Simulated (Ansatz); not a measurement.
# Al: pressure −1 GPa

The parent structure is Al in the fcc (Cu type) structure (space group Fm-3m, No. 225; a = 4.040 Å).

Perturbation: hydrostatic tension (pressure −1 GPa).

Calculations: PBE in Ansatz (plane waves to 420 eV, PAW, no spin-orbit coupling), earlier PAW set. Settings: 20×20×20 k-points, 0.05 eV Fermi–Dirac smearing.

```json
[
 {"quantity": "volume per atom", "base": "16.48 Å³", "changed": "16.71 Å³", "shift": "+0.223 Å³"},
 {"quantity": "density", "base": "2.72 g/cm³", "changed": "2.68 g/cm³", "shift": "-0.04 g/cm³"},
 {"quantity": "lattice parameter a", "base": "4.040 Å", "changed": "4.058 Å", "shift": "+0.018 Å"},
 {"quantity": "shortest interatomic distance", "base": "2.857 Å", "changed": "2.870 Å", "shift": "+0.013 Å"},
 {"quantity": "enthalpy H = E + PV relative to the base's energy", "base": "–", "changed": "-0.10 eV/atom", "shift": "–"},
 {"quantity": "band gap", "base": "zero", "changed": "zero", "shift": "–"}
]
```

Cost of the whole job for the changed cell (relaxation, final SCF and bands): around 6 core-seconds (rough).

Load acts through the strain it causes; cell and atoms are relaxed under it. No phonon test of stability was made.

Ansatz is a first-principles code.
